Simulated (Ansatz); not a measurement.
A self-consistent single point of BaSr₃ (Fm-3m, 4 atoms in the cell) with Ansatz (an electronic-structure program).

Computed with PBEsol, PAW files made with PBE (plane waves; Ansatz).

The change in words: lattice scaled by 0.98. Reference geometry:
```xyz
4
Lattice="0.0000 4.8336 4.8336 4.8336 0.0000 4.8336 4.8336 4.8336 0.0000" Properties=species:S:1:pos:R:3 pbc="T T T"
Ba     0.0000     0.0000     0.0000
Sr     2.4168     2.4168     2.4168
Sr     7.2504     7.2504     7.2504
Sr     4.8336     4.8336     4.8336
```

Reference input (self-consistent single point, DFT, PBEsol, plane waves, PAW files made with PBE): basis.ecutwfc = 420 eV; kpoints.mp_grid.grid = 8 8 8; hamiltonian.xc = pbesol; hamiltonian.pseudopotentials = {kind: paw} (the program's default PAW files); scf.occupations.method = fermi_dirac; scf.occupations.width = 0.1 eV. This run's input differs from it in these lines:

```diff
@@ -2,5 +2,5 @@
   lattice:
-    - [0.000000, 4.833592, 4.833592]
-    - [4.833592, 0.000000, 4.833592]
-    - [4.833592, 4.833592, 0.000000]
+    - [0.000000, 4.736920, 4.736920]
+    - [4.736920, 0.000000, 4.736920]
+    - [4.736920, 4.736920, 0.000000]
   atoms:
```

Log, with long lists cut:

```
SCF iter   1: F=—  HF=-16339.573147 eV  |F-HF|=—  |Δ(HF+E_count)|=         —  Δρ=6.08e-3  dr2=2.42e-1  ethr=3.10e-3  ⟨swp⟩=11.7  Hψ=9157  notcnv=0
all-band conjugate gradients solve this SCF's bands
automatic band count: the SCF goes on with 28 bands, as 24 were too few: the levels above may hold too much charge
preconditioner: auto → Kerker (q_TF=auto, 2.065 Å⁻¹)
SCF iter   2: F=—  HF=-16339.549405 eV  |F-HF|=—  |Δ(HF+E_count)|=   2.37e-2  Δρ=4.00e-3  dr2=1.16e-1  ethr=6.06e-4  ⟨swp⟩=2.0  Hψ=1119  notcnv=0
   [... lines left out ...]
SCF iter   4: F=—  HF=-16339.526602 eV  |F-HF|=—  |Δ(HF+E_count)|=   6.77e-4  Δρ=1.41e-4  dr2=4.08e-5  ethr=3.02e-6  ⟨swp⟩=4.0  Hψ=1730  notcnv=0
SCF iter   5: F=—  HF=-16339.526479 eV  |F-HF|=—  |Δ(HF+E_count)|=   1.23e-4  Δρ=4.25e-5  dr2=4.40e-6  ethr=1.02e-7  ⟨swp⟩=2.6  Hψ=1487  notcnv=0
SCF iter   6: F=—  HF=-16339.526479 eV  |F-HF|=—  |Δ(HF+E_count)|=   1.24e-7  Δρ=1.18e-5  dr2=2.61e-7  ethr=1.10e-8  ⟨swp⟩=3.0  Hψ=1600  notcnv=0
SCF iter   7: F=-16339.526478 eV  HF=-16339.526478 eV  |F-HF|=9.77e-9  |Δ(HF+E_count)|=   4.47e-8  Δρ=2.31e-6  dr2=2.35e-8  ethr=2.50e-10  ⟨swp⟩=10.0  Hψ=4137  notcnv=0
SCF 1 converged in 7 iterations: F = -16339.526478 eV  dr2 = 2.35e-8
Free energy (F): -16339.526478 eV
Internal energy: -16339.347108 eV  (E = F + TS)
E sigma→0 (E₀):  -16339.436793 eV
Entropy (-TS):   -0.179371 eV (-44.843 meV/atom)
Fermi energy:    5.686711 eV
--- Forces (eV/Å), atoms counted from 1 ---
  atom   1  Ba     0.00000000     0.00000000     0.00000000
   [... zero for the other atoms too ...]
--- Stress (GPa, compression-positive) ---
        0.002379       0.000000      -0.000000
       -0.000000       0.002379       0.000000
       -0.000000      -0.000000       0.002379
  P = ⅓ Tr σ = 0.0024 GPa (0.024 kbar)
  The stress holds the Pulay correction. Without it, at fixed plane waves, as pw.x and ABINIT print it: P = -0.0004 GPa
```

The run converged in 7 iterations. Against the reference run the free energy falls by 6.8 meV/atom and the pressure goes from -0.63 to 0.00 GPa.

The starting cell comes from a database of computed structures (which also holds hypothetical and non-ambient phases and stackings), without a prior relaxation at this level. Its lattice was rescaled by a random factor within 2.5 % of one. For this run, on top of that: lattice scaled by 0.98. Ansatz's pressure includes its estimate of the finite-basis (Pulay) stress.

Keys are those of Ansatz 0.2.
